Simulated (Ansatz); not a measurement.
Ansatz (a quantum-chemistry and plane-wave program) run on Ca2AsI (R3m, 4 atoms in the cell): self-consistent single point.

Level of theory: LDA (PW92), harder PAW files (source: ansatz) made with PBE (plane waves; Ansatz).

```yaml
crystal:
  lattice:
    - [2.20485, 1.27297, 7.47320]
    - [-2.20485, 1.27297, 7.47320]
    - [0.00000, -2.54594, 7.47320]
  atoms:
    - { symbol: Ca, position: [0.23351, 0.23351, 0.23351] }
    - { symbol: Ca, position: [0.76872, 0.76872, 0.76872] }
    - { symbol: As, position: [0.50000, 0.50000, 0.50000] }
    - { symbol: I, position: [0.00000, 0.00000, 0.00000] }
```

Reference input (self-consistent single point, DFT, LDA (PW92), plane waves, default PAW files made with PBE): basis.ecutwfc = 420 eV; kpoints.mp_grid.grid = 5 5 5; hamiltonian.xc = lda; hamiltonian.pseudopotentials = {kind: paw} (the program's default PAW files); scf.occupations.method = fixed. This run's input differs from it in these lines:

Ansatz 0.2 input:
```diff
@@ -11,3 +11,3 @@
 basis:
-  ecutwfc: 420.0 eV
+  ecutwfc: 825.0 eV
 kpoints:
@@ -16,3 +16,3 @@
   xc: lda
-  pseudopotentials: { kind: paw }
+  pseudopotentials: { kind: paw, source: ansatz }
 scf:
```

Output, abridged:

```
SCF iter   1: F=—  HF=-15692.341989 eV  |F-HF|=—  |Δ(HF+E_count)|=         —  Δρ=1.04e-1  dr2=6.52e1  ethr=3.10e-3  ⟨swp⟩=7.1  Hψ=2524  notcnv=0  defer=61
all-band conjugate gradients solve this SCF's bands
   [... lines left out ...]
SCF iter   7: F=—  HF=-15683.059375 eV  |F-HF|=—  |Δ(HF+E_count)|=   1.19e-3  Δρ=4.17e-4  dr2=8.89e-4  ethr=6.54e-6  ⟨swp⟩=3.4  Hψ=1030  notcnv=0  defer=73
SCF iter   8: F=—  HF=-15683.059026 eV  |F-HF|=—  |Δ(HF+E_count)|=   3.49e-4  Δρ=1.19e-4  dr2=3.16e-5  ethr=1.71e-6  ⟨swp⟩=3.3  Hψ=1058  notcnv=0  defer=73
SCF iter   9: F=—  HF=-15683.059143 eV  |F-HF|=—  |Δ(HF+E_count)|=   1.17e-4  Δρ=3.43e-5  dr2=6.25e-6  ethr=6.07e-8  ⟨swp⟩=2.1  Hψ=904  notcnv=0  defer=73
SCF iter  10: F=-15683.059141 eV  HF=-15683.059141 eV  |F-HF|=1.38e-8  |Δ(HF+E_count)|=   2.23e-6  Δρ=5.57e-6  dr2=4.99e-8  ethr=1.92e-10  ⟨swp⟩=13.6  Hψ=4368  notcnv=0
SCF 1 converged in 10 iterations: F = -15683.059141 eV  dr2 = 4.99e-8
Free energy (F): -15683.059141 eV
Internal energy: -15683.059141 eV  (E = F + TS)
E sigma→0 (E₀):  -15683.059141 eV
Fermi energy:    6.612590 eV
--- Forces (eV/Å), atoms counted from 1 ---
  atom   1  Ca     0.00000000     0.00000001    -0.36924349
  atom   2  Ca     0.00000000    -0.00000001     0.26879650
  atom   3  As     0.00000000    -0.00000000     0.08576536
  atom   4  I      0.00000000    -0.00000000     0.01466349
--- Stress (GPa, compression-positive) ---
       -3.568595       0.000000       0.000000
        0.000000      -3.568595      -0.000000
        0.000000      -0.000000      -3.385045
  P = ⅓ Tr σ = -3.5074 GPa (-35.074 kbar)
  The stress holds the Pulay correction. Without it, at fixed plane waves, as pw.x and ABINIT print it: P = -3.5152 GPa
```

The run converged in 10 iterations. Against the reference run the pressure stays at -3.51 GPa, the largest force stays at 0.369 eV/Å and the gap on the mesh moves little (1.473 to 1.472 eV). The full log also holds: “WARN: iter 1: σ=0 fill of 26 bands saw a band overlap (occupied 6.8716 eV > unoccupied 6.7416 eV) — on an unconverged iterate often a transient of an (band_overlap_at_count)”.

The starting cell comes from a database of computed structures (which also holds hypothetical and non-ambient phases and stackings), without a prior relaxation at this level. Its lattice was rescaled by up to half a per cent. One atom was moved a little off its site on purpose. Spin-orbit coupling is off. Ansatz's pressure includes its estimate of the finite-basis (Pulay) stress.
